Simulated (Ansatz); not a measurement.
Take HfN in the rock salt structure (space group Fm-3m, No. 225; a = 4.5255 Å) as the base. Axes: x, y, z lie along the cube axes.

The values are results of r2SCAN in Ansatz (plane waves to 500 eV, PAW, scalar-relativistic without spin-orbit coupling), not measurements.

Strains are applied to the cell and any free atomic positions relax; under biaxial strain the out-of-plane vector relaxes too.

One change was made to it. Results:

```json
[
 {"quantity": "energy relative to the base (free energy F)", "base": "0 meV/atom", "after": "+10 meV/atom"},
 {"quantity": "pressure (mean of the normal stresses, compression positive)", "base": "0.0 GPa", "after": "-5.7 GPa"}
]
```

Q: Which of these changes matches the shifts?
(A) isotropic strain +0.33 %
(B) biaxial strain −0.75 %, plane normal [001], relaxed out of plane
(C) uniaxial strain ε_xx = +4.07 %
(D) uniaxial strain ε_zz = +2.24 %

A: D, uniaxial strain ε_zz = +2.24 %. For comparison, the energy relative to the base in the other runs: biaxial strain −0.75 %, plane normal [001], relaxed out of plane gives +2.8 meV/atom; uniaxial strain ε_xx = +4.07 % gives +31 meV/atom; isotropic strain +0.33 % gives +1.0 meV/atom.

Without a gap, meshes like the base's 18×18×18 leave anisotropic stresses uncertain by several tenths of a GPa, and small strain energies with them. No phonon test of stability was made. All final runs are without spin polarisation. An odd electron count without spin: HfN.

Ansatz is a first-principles code.
